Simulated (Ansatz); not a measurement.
The reference is Cu in the fcc (Cu type) structure (space group Fm-3m, No. 225; a = 3.5790 Å; relaxed with 0.1 eV smearing). Axes: x, y, z lie along the cube axes.

Method: Kohn–Sham DFT with the r2SCAN functional, run in Ansatz (a first-principles code) with PAW and 500 eV plane waves, no spin-orbit coupling, earlier PAW set.

Base values:

```
Item               Result
---------------  --------
Volume per atom  11.46 Å³
Pressure          0.0 GPa
```

Perturbation: biaxial strain +4.40 %, plane normal [110], relaxed out of plane (Cartesian); in-plane vectors clamped, the third vector and the atoms free.

**Question.** How does this affect the volume per atom?

**Answer.** The volume per atom rises by 0.67 Å³ to 12.13 Å³.

**Question.** Estimate the effect on the energy relative to the base.

**Answer.** The energy rises by 36 meV/atom.

**Question.** How does this affect the pressure?

**Answer.** The pressure (mean of the normal stresses, compression positive) goes from zero to -7.2 GPa.

A biaxial case was relaxed in a doubled cell and then solved in the primitive one. No phonon test of stability was made. All final runs are without spin polarisation.
